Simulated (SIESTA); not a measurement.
SIESTA run on NiPbF₆ (R-3, 8 atoms in the cell): relaxation of cell and atoms.

Method: GGA PBEsol, numerical atomic orbitals TZP, PseudoDojo PBEsol standard norm-conserving potentials (rewritten from UPF to PSML) (SIESTA 5.4.2).

```
CELL_PARAMETERS angstrom
      2.58187     1.49064     4.80734
     -2.58187     1.49064     4.80734
      0.00000    -2.98129     4.80734
ATOMIC_POSITIONS crystal
  Ni 0.00000 0.00000 0.00000
  Pb 0.50000 0.50000 0.50000
  F  0.39328 0.08912 0.76111
  F  0.60672 0.91088 0.23889
  F  0.76111 0.39328 0.08912
  F  0.23889 0.60672 0.91088
  F  0.08912 0.76111 0.39328
  F  0.91088 0.23889 0.60672
```
Moments meant for the start (each program seeds them in its own way; μB, in the order of the atoms Ni Pb F F F F F F): 2.0 0.0 0.0 0.0 0.0 0.0 0.0 0.0.

Reference input (self-consistent single point, DFT, GGA PBEsol, numerical atomic orbitals TZP, PseudoDojo PBEsol standard norm-conserving potentials (rewritten from UPF to PSML)): XC.functional = GGA; XC.authors = PBEsol; potentials = PseudoDojo PBEsol standard; PAO.BasisSize = TZP; PAO.EnergyShift = 0.01 Ry; MeshCutoff = 300 Ry; kgrid.MonkhorstPack = 3 3 3; OccupationFunction = FD; ElectronicTemperature = 0.02 eV; Spin = polarized; DM.InitSpin = [1 +2.00, 2 +0.00, 3 +0.00, 4 +0.00, 5 +0.00, 6 +0.00, 7 +0.00, 8 +0.00]; MaxSCFIterations = 150. This run's input differs from it in these lines:

```diff
@@ -59,2 +59,7 @@
 Diag.ParallelOverK           true
+MD.TypeOfRun                 FIRE
+MD.Steps                     40
+MD.MaxForceTol               0.02 eV/Ang
+MD.VariableCell              true
+MD.MaxStressTol              0.05 GPa
 WriteForces                  true
```

The program printed (abridged):

```
        iscf     Eharris(eV)        E_KS(eV)     FreeEng(eV)     dDmax    Ef(eV) dHmax(eV)
   scf:    1   -10332.394205   -10418.619197   -10418.650978  0.702978 -1.198866 51.570876
     spin moment: {S} , |S| = {        0.0        0.0    4.00000 }     4.00000
   scf:    2   -10474.412321   -10464.066220   -10464.070535  0.739844 -4.697185  6.822659
     spin moment: {S} , |S| = {        0.0        0.0    2.07407 }     2.07407
   scf:    3   -10465.777455   -10465.077390   -10465.078356  0.036253 -5.145009  5.990616
     spin moment: {S} , |S| = {        0.0        0.0    2.00982 }     2.00982
   [... lines left out ...]
     spin moment: {S} , |S| = {        0.0        0.0    2.00223 }     2.00223
   scf:   14   -10466.053378   -10466.053344   -10466.053603  0.000279 -6.084864  0.007903
     spin moment: {S} , |S| = {        0.0        0.0    2.00204 }     2.00204
   scf:   15   -10466.053357   -10466.053351   -10466.053605  0.000342 -6.085214  0.001051
     spin moment: {S} , |S| = {        0.0        0.0    2.00199 }     2.00199
   scf:   16   -10466.053352   -10466.053351   -10466.053605  0.000011 -6.085257  0.000522
     spin moment: {S} , |S| = {        0.0        0.0    2.00199 }     2.00199
SCF Convergence by DM+H criterion
max |DM_out - DM_in|         :     0.0000110012
max |H_out - H_in|      (eV) :     0.0005221542
SCF cycle converged after 16 iterations

Using DM_out to compute the final energy and forces

siesta: E_KS(eV) =           -10466.0534

siesta: E_KS - E_eggbox =    -10466.0534

siesta: Atomic forces (eV/Ang):
     1   -0.000000   -0.000000    0.000000
   [... lines left out ...]
siesta: Pressure (static):        -68.24304043  kBar
siesta: Pressure (total):        -68.24304043  kBar
No target stress found, assuming hydrostatic MD.TargetPressure.
Target stress (kBar)
outcell: Cell volume (Ang**3)        :     97.6765
        iscf     Eharris(eV)        E_KS(eV)     FreeEng(eV)     dDmax    Ef(eV) dHmax(eV)
siesta: Pressure (static):          1.66638390  kBar
siesta: Pressure (total):          1.66638390  kBar
outcell: Cell volume (Ang**3)        :     97.6765
siesta: FreeEng =    -10466.438781
   [... lines left out ...]

              0.002
   7  3.537   0.781  -0.082   0.219   0.822   0.799   0.789  -0.116  -0.113
             -0.105   0.174   0.189   0.170   0.002   0.002   0.002   0.002

              0.002
   8  3.537   0.781  -0.082   0.219   0.822   0.799   0.789  -0.116  -0.113
             -0.105   0.174   0.189   0.170   0.002   0.002   0.002   0.002

              0.002

mulliken: Qtot =       35.963

Mulliken Atomic Populations:
Atom #   charge [q] valence [e]      Sz [e]  Species
     1     0.552836   17.447164    1.672843  Ni
     2     0.296479   13.703521   -0.002851  Pb
     3    -0.141552    7.141552    0.067345  F
     4    -0.141552    7.141552    0.067345  F
     5    -0.141552    7.141552    0.067345  F
     6    -0.141552    7.141552    0.067345  F
     7    -0.141553    7.141553    0.067345  F
     8    -0.141552    7.141552    0.067345  F
 Total    -0.000000                2.074062
```

The relaxation ended unconverged. 

The starting cell comes from a database of computed structures (which also holds hypothetical and non-ambient phases and stackings), without a prior relaxation at this level. Its lattice was rescaled by a random factor within 2.5 % of one. Values carry the incompleteness of an atom-centred basis.

Cost on one core of a shared machine: roughly 20 min.
